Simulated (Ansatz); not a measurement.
Take PbTe in the rock salt structure (space group Fm-3m, No. 225; a = 6.5343 Å) as the base. Axes: x, y, z lie along the cube axes.

Calculations: Ansatz (a first-principles code) r2SCAN, without spin-orbit coupling.

For the base:

The shortest interatomic distance comes out as 3.267 Å.

One thing is altered: tensile biaxial strain of 1.25 % in the plane normal to [111], as in epitaxy on a mismatched substrate; the out-of-plane cell vector and the atoms relax.

### Question
Estimate the effect on the energy relative to the base.

### Answer
The energy increases by 2.1 meV/atom.

### Question
What does the calculation give for the shortest interatomic distance after the change?

### Answer
The shortest interatomic distance increases by 0.014 Å to 3.281 Å.

Stability against distortions was not tested.
